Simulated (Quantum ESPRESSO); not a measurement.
A self-consistent single point of LaOs2 (Fd-3m, 6 atoms in the cell) with Quantum ESPRESSO.

Level of theory: PBEsol, GBRV 1.5 ultrasoft (PBESOL) pseudopotentials (plane waves; Quantum ESPRESSO).

The change in words: lattice scaled by 0.98. Reference geometry:
```xyz
6
Lattice="0.0000 3.7951 3.7951 3.7951 0.0000 3.7951 3.7951 3.7951 0.0000" Properties=species:S:1:pos:R:3 pbc="T T T"
La     5.6926     5.6926     5.6926
La     3.7951     3.7951     3.7951
Os     2.8463     0.9488     2.8463
Os     0.9488     0.9488     0.9488
Os     0.9488     2.8463     2.8463
Os     2.8463     2.8463     0.9488
```

Reference input (self-consistent single point, DFT, PBEsol, plane waves, GBRV 1.5 ultrasoft (PBESOL) pseudopotentials): ecutwfc = 40 Ry; ecutrho = 320 Ry; occupations = smearing; smearing = fermi-dirac; degauss = 0.0099958 Ry; potentials = {La: la_pbesol_v1.uspp.F.UPF, Os: os_pbesol_v1.2.uspp.F.UPF}; K_POINTS = automatic 7 7 7 0 0 0; conv_thr = 1e-11 Ry. This run's input differs from it in these lines:

```diff
@@ -26,8 +26,8 @@
 ATOMIC_POSITIONS {angstrom}
-La    5.6926245000    5.6926245000    5.6926245000
-La    3.7950830000    3.7950830000    3.7950830000
-Os    2.8463122500    0.9487707500    2.8463122500
-Os    0.9487707500    0.9487707500    0.9487707500
-Os    0.9487707500    2.8463122500    2.8463122500
-Os    2.8463122500    2.8463122500    0.9487707500
+La    5.5787715000    5.5787715000    5.5787715000
+La    3.7191810000    3.7191810000    3.7191810000
+Os    2.7893857500    0.9297952500    2.7893857500
+Os    0.9297952500    0.9297952500    0.9297952500
+Os    0.9297952500    2.7893857500    2.7893857500
+Os    2.7893857500    2.7893857500    0.9297952500
 K_POINTS {automatic}
@@ -35,5 +35,5 @@
 CELL_PARAMETERS {angstrom}
-   0.0000000000     3.7950830000     3.7950830000
-   3.7950830000     0.0000000000     3.7950830000
-   3.7950830000     3.7950830000     0.0000000000
+   0.0000000000     3.7191810000     3.7191810000
+   3.7191810000     0.0000000000     3.7191810000
+   3.7191810000     3.7191810000     0.0000000000
```

Output (repeated stretches shortened):

```
     Self-consistent Calculation

     iteration #  1     ecut=    40.00 Ry     beta= 0.70

---- Real-time Memory Report at c_bands before calling an iterative solver
           647 MiB given to the printing process from OS
           111 MiB allocation reported by mallinfo(arena+hblkhd)
------------------

     negative rho (up, down):  6.137E-01 0.000E+00

     total energy              =    -997.85876428 Ry
     estimated scf accuracy    <       1.37285765 Ry

     iteration #  2     ecut=    40.00 Ry     beta= 0.70

---- Real-time Memory Report at c_bands before calling an iterative solver
   [... lines left out ...]
           717 MiB given to the printing process from OS
           148 MiB allocation reported by mallinfo(arena+hblkhd)
------------------

     negative rho (up, down):  5.914E-01 0.000E+00

     total energy              =    -998.62197144 Ry
     estimated scf accuracy    <          2.2E-11 Ry

     iteration # 15     ecut=    40.00 Ry     beta= 0.70

---- Real-time Memory Report at c_bands before calling an iterative solver
           717 MiB given to the printing process from OS
           148 MiB allocation reported by mallinfo(arena+hblkhd)
------------------

     negative rho (up, down):  5.914E-01 0.000E+00
     End of self-consistent calculation

     the Fermi energy is    22.1561 ev

!    total energy              =    -998.62197144 Ry
     estimated scf accuracy    <          5.7E-12 Ry
     smearing contrib. (-TS)   =      -0.02738235 Ry
     internal energy E=F+TS    =    -998.59458909 Ry

     convergence has been achieved in  15 iterations

     negative rho (up, down):  5.914E-01 0.000E+00

     Forces acting on atoms (cartesian axes, Ry/au):

     atom    1 type  1   force =     0.00000000   -0.00000000    0.00000000
   [... zero for the other atoms too ...]

     Total force =     0.000000     Total SCF correction =     0.000000

     negative rho (up, down):  5.914E-01 0.000E+00
          total   stress  (Ry/bohr**3)                   (kbar)     P=      217.02
   0.00147527   0.00000000   0.00000000          217.02        0.00        0.00
   0.00000000   0.00147527   0.00000000            0.00      217.02        0.00
   0.00000000   0.00000000   0.00147527            0.00        0.00      217.02

   JOB DONE.
```

The run converged in 15 iterations. Against the reference run the free energy rises by 90.9 meV/atom and the pressure goes from 6.22 to 21.70 GPa.

The starting cell comes from a database of computed structures (which also holds hypothetical and non-ambient phases and stackings), without a prior relaxation at this level. Its lattice was rescaled by a random factor within 2.5 % of one. For this run, on top of that: lattice scaled by 0.98. Spin polarisation is off. With a pressure of about 22 GPa the cell is away from its equilibrium volume at this level.

Cost on one core of a shared machine: roughly 4 min.
